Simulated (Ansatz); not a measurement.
Here is the system:

```xyz
6
Lattice="-2.0275 6.0832 2.8668 2.0275 -6.0832 2.8668 2.0275 6.0832 -2.8668" Properties=species:S:1:pos:R:3 pbc="T T T"
As     0.0000     2.0327     1.4382
As     0.0000     6.0832     1.4244
As     2.0275     4.0505    -1.4287
Al     2.0275     2.0294     2.8662
Ga     0.0000     0.0000     0.0008
Al     2.0275    -2.0294     2.8662
```

No spin polarisation.

Computed with PBE (Ansatz, a first-principles code, PAW, no spin-orbit coupling). Γ-centred 10×10×10 mesh, Fermi–Dirac width 0.05 eV.

Q: What is the computed gap character (in this cell's own zone, which can be folded)?

A: Direct at Γ.

Q: What band gap does the calculation give?

A: 1.21 eV.

These are small ordered cells, not random alloys; other orderings at the same x differ. Stability against distortions was not tested. The cell was made from GaAs by this change: x(Al) = 0.667, 6 atoms, Imm2.
